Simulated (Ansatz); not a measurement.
**MgO, carrier doping**

The parent structure is MgO in the rock salt structure (space group Fm-3m, No. 225).

```
MgO
1.0
    0.00000     2.12722     2.12722
    2.12722     0.00000     2.12722
    2.12722     2.12722     0.00000
O Mg
1 1
Direct
  0.00000   0.00000   0.00000
  0.50000   0.50000   0.50000
```

Carriers are added at fixed cell with a uniform background; the Fermi–Dirac width is that of 300 K.

All numbers come from PBE (Ansatz, a quantum-chemistry and plane-wave program, PAW, no spin-orbit coupling), earlier PAW set.

Notes on the quantities. Fermi level from band edge: Fermi level relative to the doped band's edge (positive inside the band; to 0.05 eV).

```json
[
 {"electron density (10^21 cm⁻³)": "1", "Fermi level from band edge (eV)": "0.90"},
 {"electron density (10^21 cm⁻³)": "7", "Fermi level from band edge (eV)": "?"},
 {"electron density (10^21 cm⁻³)": "10", "Fermi level from band edge (eV)": "2.75"},
 {"electron density (10^21 cm⁻³)": "20", "Fermi level from band edge (eV)": "3.45"}
]
```

### Question
Fit E_F = C n^s, fitted as a line in log–log form (a parabolic band gives s = 2/3) to the rows shown and predict the withheld row.

### Answer
Least squares on the printed values gives C = 0.91 eV, s = 0.46 (largest residual 0.14 eV); this predicts 2.22 eV, and the run gives 2.40 eV, 0.18 higher.

Carriers are added with a uniform compensating background; total energy and stress of such cells depend on the potential's zero and are not compared; many-body gap narrowing is missing at this level. No phonon test of stability was made.
